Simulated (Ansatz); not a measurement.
Take BeSe in the zinc blende structure (space group F-43m, No. 216) as the base.

```xyz
2
Lattice="0.0000 2.5645 2.5645 2.5645 0.0000 2.5645 2.5645 2.5645 0.0000" Properties=species:S:1:pos:R:3 pbc="T T T"
Be     0.0000     0.0000     0.0000
Se     1.2822     1.2822     1.2822
```

Cartesian axes are those of the cell as printed.

The values are results of PBEsol in Ansatz (plane waves to 420 eV, PAW, no SOC), not measurements.

Before the change:

| Quantity | Value |
|---|---|
| Band gap | 2.47 eV |
| Pressure | 0.00 GPa |
| Volume per atom | 16.86 Å³ |

One thing is altered: biaxial strain −0.83 %, plane normal [111], relaxed out of plane (Cartesian); in-plane vectors clamped, the third vector and the atoms free.

### Question
What happens to the band gap, pressure and volume per atom?

### Answer
The band gap decreases by 0.07 eV (2.47 eV → 2.40 eV); the pressure (mean of the normal stresses, compression positive) goes from zero to 1.08 GPa; the volume per atom drops by 0.22 Å³ to 16.64 Å³.

Whether these cells are dynamically stable was not tested.

Ansatz is a quantum-chemistry and plane-wave program.
